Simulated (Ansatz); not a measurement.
## TaSi (model structure, started from the TiAs type, P6₃/mmc, No. 194, 8 atoms in the cell): lattice parameter a by level of theory

No measured value is used here.

```tsv
level (code)	value (Å)
PBE (Ansatz)	3.600
PBEsol (Ansatz)	3.559
PBE-D3(BJ) (Ansatz)	(withheld)
```

Question: Some entries are withheld; supply them.

Answer: 
- PBE-D3(BJ) (Ansatz, a program for electronic structure), value (Å): 3.554

Density-functional levels without +SOC have no spin–orbit coupling. Ansatz's density-functional and Hartree–Fock values are scalar-relativistic unless marked +SOC, with PAW data made under PBE.

A model structure was made by putting elements into a prototype or built by hand; it is no filed structure, need not be a known phase, and can be a saddle point held by its symmetry.
